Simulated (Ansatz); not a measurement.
Consider BeTe in the zinc blende structure (space group F-43m, No. 216; a = 5.604 Å). Axes: x, y, z lie along the cube axes.

Level of theory: PBEsol in Ansatz (plane waves to 420 eV, PAW, spin-orbit coupling left out).

Strains are applied to the cell and any free atomic positions relax; under biaxial strain the out-of-plane vector relaxes too.

One change was made to it. Results:

The electron mass becomes 1.5 mₑ along k, 0.26 mₑ across (at X) (base: 1.4 mₑ along k, 0.25 mₑ across (at X)); the band gap drops by 0.22 eV to 1.62 eV.

Problem. Which change produced these results?
A. biaxial strain −1.00 %, plane normal [001], relaxed out of plane
B. biaxial strain +0.50 %, plane normal [001], relaxed out of plane
C. biaxial strain −0.50 %, plane normal [001], relaxed out of plane
D. biaxial strain +2.00 %, plane normal [001], relaxed out of plane

Solution. D, biaxial strain +2.00 %, plane normal [001], relaxed out of plane. For comparison, the band gap in the other runs: biaxial strain +0.50 %, plane normal [001], relaxed out of plane gives 1.78 eV; biaxial strain −0.50 %, plane normal [001], relaxed out of plane gives 1.78 eV; biaxial strain −1.00 %, plane normal [001], relaxed out of plane gives 1.73 eV.

Spin-orbit coupling, missing from the scalar runs, can matter with Te. Effective masses come from finite differences of ±0.01 Å⁻¹. Along k means along the line from Γ to the band edge. Whether these cells are dynamically stable was not tested.

Ansatz is a first-principles code.
